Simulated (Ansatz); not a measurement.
MgO under load (space group I4/mmm), Ansatz (a first-principles code) with r2SCAN, rigid bands. Condition of this run: uniaxial stress along [001] of -3 GPa (compression positive) (the target of the relaxation). Band gap 5.52 eV, N_c = 5.60e18 cm⁻³ and N_v = 1.47e20 cm⁻³ at 300 K, conductivity masses along x (a = (0.00, 2.10, 2.13) Å; b = (2.10, 0.00, 2.13) Å; c = (2.10, 2.10, 0.00) Å) of 0.374 mₑ (electrons) and 2.25 mₑ (holes). Take k_BT = 0.02585 eV.

### Question
Find the intrinsic carrier density and the intrinsic Fermi level.

### Answer
n_i = √(N_c N_v) exp(−E_g/2k_BT) = 2.87e19 × exp(−106.76) = 1.2e-27 cm⁻³. The level lies (k_BT/2) ln(N_v/N_c) = 42 meV from mid-gap (positive towards the conduction band). Each 0.1 eV added to the gap lowers n_i by a factor of 6.9.

### Question
A film of it is 5 nm thick, with its normal along the direction named. Estimate the confinement energies in an infinite well.

### Answer
ħ²π²/(2m t²) = 0.376 eV·nm²/(m/mₑ × t²) gives 40.2 meV for electrons and 6.68 meV for holes, so the gap would widen to about 5.57 eV. Finite barriers and nonparabolic bands lower this, and with several valleys or bands the heaviest mass along the normal sets the lowest level, not this average.

### Question
What thermal injection velocity √(2k_BT/πm) limits a ballistic channel along the direction named?

### Answer
8.80e6 cm/s for electrons and 3.59e6 cm/s for holes, a ratio of √(m_h/m_e) = 2.45, for dilute carriers.

Rigid bands with the computed gap; masses take one relaxation time for all states. Spin-orbit coupling is left out. Geometry: cell and atoms relaxed with PBEsol.
